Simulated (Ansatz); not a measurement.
## Response to strain in BeS

Consider BeS in the zinc blende structure (space group F-43m, No. 216; a = 4.796 Å). Axes: x, y, z lie along the cube axes.

Strains are applied to the cell and any free atomic positions relax; under biaxial strain the out-of-plane vector relaxes too.

Method: DFT with LDA, PAW potentials and a 420 eV plane-wave cutoff in Ansatz (a program for electronic structure), scalar-relativistic without spin-orbit coupling.

Notes on the quantities. energy relative to the base: free energy F.

| biaxial strain, plane normal [001], relaxed out of plane (%) | energy relative to the base (meV/atom) |
|---|---|
| 0 | 0.0 |
| 0.5 | 0.4 |
| 1 | 1.5 |
| 1.5 | ? |
| 2 | 6.0 |
| 2.5 | 9.2 |
| 3 | 13.1 |

**Question.** Fit ΔE = Aε² + Bε³ (ε in %) to the rows shown and predict the withheld row.

**Answer.** Least squares on the printed values gives A = 1.57 and B = -0.038 meV/atom (largest residual 0.0 meV/atom); this predicts 3.4 meV/atom, and the run gives 3.4 meV/atom, in agreement.

Whether these cells are dynamically stable was not tested.
